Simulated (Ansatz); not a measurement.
Tunnelling through a barrier is set by its complex band structure: the current falls as exp(−2κd) with the smallest κ.

Data:

```
Ga2O3
1.0
    4.89745     0.00000     0.00000
   -2.44873     4.24132     0.00000
    2.44873     1.41377     4.48355
Ga O
4 6
Direct
  0.28882   0.14441   0.56677
  0.71118   0.85559   0.43323
  0.71118   0.35559   0.93323
  0.28882   0.64441   0.06677
  0.80316   0.55316   0.25000
  0.19684   0.44684   0.75000
  0.19684   0.25000   0.25000
  0.80316   0.75000   0.75000
  0.50000   0.94684   0.25000
  0.50000   0.05316   0.75000
```

Space group of this cell: R-3c, corundum. The cell is strained (lengths across the current scaled by 0.98, ions clamped); by r2SCAN its mean pressure is 9.2 GPa.

Transport runs along the normal of the first two printed cell vectors, the (001) (indices of the unstrained crystal) plane of the conventional cell.

The gap is the functional's own, uncorrected, and κ follows it; spin-orbit coupling is left out. Mid-gap values are interpolated between the computed energies.

**Question.** Estimate the band gap and the smallest decay constant κ at mid-gap that r2SCAN in Ansatz (a first-principles code) returns for this system.

**Answer.** Gap 3.96 eV on a 8×8×8 mesh; κ = 0.269 1/Å, at the zone centre.
